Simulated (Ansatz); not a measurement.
Abridged Ansatz (a quantum-chemistry and plane-wave program) output:

```
Relaxation: its limit of steps is 60 (relax.max_steps)
Pseudopotential: Si, paw, valence charge 4
Pseudopotential: C, paw, valence charge 4
Crystal: 4 atoms, lattice volume = 40.069 Å³
Basis set: ecut = 420 eV, 785 PW (Γ), exchange–correlation on 48×48×72 points (8 copies of the dense FFT grid, shifted against one another)
Bands: 12, of which v1, the nominal top of the filled ones, is band 8 counted from 1 (7 counted from 0)
Symmetry: 12 space group operations
k-points: 76 of 1008 (time reversal used)
Functional: x = pbesol(κ = 0.804, μ = 0.12345679012345678), c = pbesol(β = 0.046)
SCF iter   1: F=—  HF=-1737.384967 eV  |F-HF|=—  |Δ(HF+E_count)|=         —  Δρ=8.36e-3  dr2=3.35e-2  ethr=1.77e-3  ⟨swp⟩=5.2  Hψ=5941  notcnv=0
SCF iter   2: F=—  HF=-1737.375516 eV  |F-HF|=—  |Δ(HF+E_count)|=   9.45e-3  Δρ=2.27e-3  dr2=1.55e-3  ethr=2.10e-4  ⟨swp⟩=2.7  Hψ=2339  notcnv=0
SCF 1 converged in 6 iterations: F = -1737.375112 eV  dr2 = 1.25e-9
relax step   1: F+E_penalty+E_count = -1737.37511184 eV  Δ(F+E_penalty+E_count) = +0.000e0 eV  max|allowed force component| = 3.527e-4 eV/Å  Δτ_max = 0.0000 Å  P = +7.501 GPa  Ω = 40.069 Å³  (6 SCF iters, dr2 threshold 1.00e-7 eV, accepted)
[... steps on the carried basis left out ...]
relax step   7: F+E_penalty+E_count = -1737.35381684 eV  Δ(F+E_penalty+E_count) = +1.201e-5 eV  max|allowed force component| = 4.019e-4 eV/Å  Δτ_max = 0.0000 Å  P = +10.001 GPa  Ω = 39.679 Å³  stress off target by 1.64e-3 GPa  SCF on the basis re-selected at this cell (its energy is not comparable with the rows above)  (5 SCF iters)
SCF converged after 5 iterations
Free energy (F): -1737.353817 eV
Internal energy: -1737.353817 eV  (E = F + TS)
E sigma→0 (E₀):  -1737.353817 eV
Fermi energy:    11.156616 eV
--- Forces (eV/Å), atoms counted from 1 ---
  atom   1  Si     0.00000000     0.00000000     0.00040197
  atom   2  Si     0.00000000    -0.00000000     0.00040197
  atom   3  C      0.00000000     0.00000000    -0.00040190
  atom   4  C      0.00000000    -0.00000000    -0.00040190
--- Stress (GPa, compression-positive) ---
       10.001636       0.000000      -0.000000
       -0.000000      10.001636       0.000000
        0.000000       0.000000       9.999498
  P = ⅓ Tr σ = 10.0009 GPa (100.009 kbar)
--- Relaxed structure (5 steps of the walk, 5 accepted, 2 SCFs on fresh bases) ---
  cell:  # Å, volume = 39.6795 Å³
    - [3.0340538405850017, -7.309445299294502e-33, 0.0]
    - [-1.5170269202925009, 2.6275677023963526, 3.956353322976117e-34]
    - [0.0, 7.963373494789145e-34, 4.977241413811059]
  atoms:
    - { symbol: Si, position: [0.6666666666666667, 0.33333333333333337, 0.0004919535403415712] }
    - { symbol: Si, position: [0.33333333333333337, 0.6666666666666667, 0.5004919535403416] }
    - { symbol: C, position: [0.6666666666666667, 0.33333333333333337, 0.6247080464596584] }
    - { symbol: C, position: [0.33333333333333337, 0.6666666666666667, 0.12470804645965844] }
```

Task: What was computed, and what are the main results?

Result: SiC, 4 atoms in the cell, with PBEsol (Ansatz), no SOC, from a series relaxed to a target (pressure 10 GPa). The last SCF converged to F = -1737.353817 eV, or -434.3385 eV per atom, at a pressure of 10.00 GPa. The total energy compares only with runs of the same code, potentials and settings.

Load acts through the strain it causes; cell and atoms are relaxed under it. No phonon test of stability was made. Competing high-pressure phases were not computed. The cell was made from SiC in the wurtzite structure (space group P6_3mc, No. 186) by this change: pressure 10 GPa.

Keys are those of Ansatz 0.2.
